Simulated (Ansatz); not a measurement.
System: cubic perovskite CsPbCl3 (cubic high-temperature phase). Method: PBEsol+SOC (Ansatz, an electronic-structure program, PAW).

Input file:

Ansatz 0.2 input:
```yaml
crystal:
  lattice:
    - [5.5338204559, 0.0, 0.0]
    - [0.0, 5.5338204559, 0.0]
    - [0.0, 0.0, 5.5338204559]
  atoms:
    - { symbol: Cs, position: [0.0, 0.0, 0.0] }
    - { symbol: Pb, position: [0.5, 0.5, 0.5] }
    - { symbol: Cl, position: [0.5, 0.0, 0.5] }
    - { symbol: Cl, position: [0.0, 0.5, 0.5] }
    - { symbol: Cl, position: [0.5, 0.5, 0.0] }
basis:
  ecutwfc: 520
  ecutrho_ratio: 4
  xc_grid: 2
kpoints:
  mp_grid: { grid: [6, 6, 6] }
hamiltonian:
  xc: pbesol
  dispersion: none
  pseudopotentials: { kind: paw }
scf:
  occupations: { method: fermi_dirac, width: 0.01 }
  convergence: { dr2_threshold: 0.0000000005 }
output:
  forces: true
  stress: true
  eigenvalues: true
magnetization:
  noncollinear: true
  spin_orbit: true
```

Q: How many irreducible k-points, plane waves at Γ does the program set up, and what pressure does the run end with?

A: 20 irreducible k-points, 4553 plane waves at Γ; P = 1.12 GPa, so the cell is compressed on average and its volume would grow at this level.

Excerpt of the program's output:

```
Crystal: 5 atoms, lattice volume = 169.463 Å³
Basis set: ecut = 520 eV, 4553 PW (Γ), exchange–correlation on 90×90×90 points (8 copies of the dense FFT grid, shifted against one another)
Bands: 54, of which v1, the nominal top of the filled ones, is band 44 counted from 1 (43 counted from 0)
Symmetry: 48 space group operations + 48 with time reversal
k-points: 20 of 216
Initial density: superposition of atomic densities (chi_scale 0.1, normalization cell, long waves kept (reshape's long-wave potential 0.00 eV rms))
Functional: x = pbesol(κ = 0.804, μ = 0.12345679012345678), c = pbesol(β = 0.046)
spin=Noncollinear: Resta preconditioning applied to the charge; magnetization (m_x, m_y, m_z) channels mix plain (no charge-response kernel on spin).
SCF 1 converged in 9 iterations: F = -20572.318781 eV  dr2 = 2.30e-10
SCF converged after 9 iterations
Free energy (F): -20572.318781 eV
Internal energy: -20572.318781 eV  (E = F + TS)
E sigma→0 (E₀):  -20572.318781 eV
Fermi energy:    4.845947 eV
--- Forces (eV/Å), atoms counted from 1 ---
  atom   1  Cs     0.00000000     0.00000000     0.00000000
  atom   2  Pb     0.00000000     0.00000000     0.00000000
  atom   3  Cl     0.00000000    -0.00000000     0.00000000
  atom   4  Cl    -0.00000000    -0.00000000     0.00000000
  atom   5  Cl     0.00000000     0.00000000     0.00000000
--- Stress (GPa, compression-positive) ---
        1.122252       0.000000       0.000000
       -0.000000       1.122252       0.000000
        0.000000       0.000000       1.122252
  P = ⅓ Tr σ = 1.1223 GPa (11.223 kbar)
```

The cell is one volume of an energy–volume scan, off the minimum.

The PAW data were made under PBE.

Note: held by symmetry at 0 K, a high-temperature phase can be a saddle point.
